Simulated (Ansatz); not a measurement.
Functionals compared on a constructed model of the (0001) surface of hcp Co, ferromagnetic, a pseudomorphic layer of Ge in the host's stacking (bottom of the slab: a bare face, its two planes held), in Ansatz (plane waves, PAW). The structure was relaxed with PBE; the other rows are single points on it. Cutoff 420 eV.

Slab: 7 atoms, 12.2 Å thick at the start with caps and adatoms (thin: gaps and levels are the slab's own); k 17x17x1, smearing 0.1 eV, dipole-corrected; 2 atoms held, the rest relaxed; held to the start's symmetry, so lower structures may exist; spin-polarised, ending with about 9.5 μB a cell; orders that need a larger cell were not tried, no spin-orbit, no U. In PBE it is, or lies within 0.01 eV a 1x1 cell of, the lowest of the 2 structures of its composition computed so far; subsurface sites and larger cells were not tried. These notes are the PBE run's.

```json
[
 {"functional": "PBE", "work function of the top face (eV)": "4.05", "magnetic moment of the cell (μB)": "9.54", "rough cost of the single point": "–"},
 {"functional": "RPBE", "work function of the top face (eV)": "3.95", "magnetic moment of the cell (μB)": "9.62", "rough cost of the single point": "about 120 core-seconds (a rough figure)"}
]
```

Ansatz is a quantum-chemistry and plane-wave program.
